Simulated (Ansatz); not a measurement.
Take GaAs in the zinc blende structure (space group F-43m, No. 216; a = 5.6028 Å) as the base. Axes: x, y, z lie along the cube axes.

Level of theory: Ansatz (a quantum-chemistry and plane-wave program), LDA, PAW, cutoff 420 eV, no spin-orbit coupling.

Base values:

- Shortest interatomic distance: 2.426 Å

Now apply this change: tensor shear ε_xy = +0.29 % (engineering shear γ = 0.0058); the atoms relax in the strained cell.

Question: Predict the new energy relative to the base.

Answer: The energy stays essentially unchanged.

Question: What does the calculation give for the stress after the change?

Answer: The stress (xx, yy, zz, yz, xz, xy; compression positive) comes out as (0.01, 0.01, 0.01, 0.00, 0.00, -0.34) GPa.

Question: How does this affect the shortest interatomic distance?

Answer: The shortest interatomic distance drops by 0.002 Å (2.426 Å → 2.424 Å).

No phonon test of stability was made.
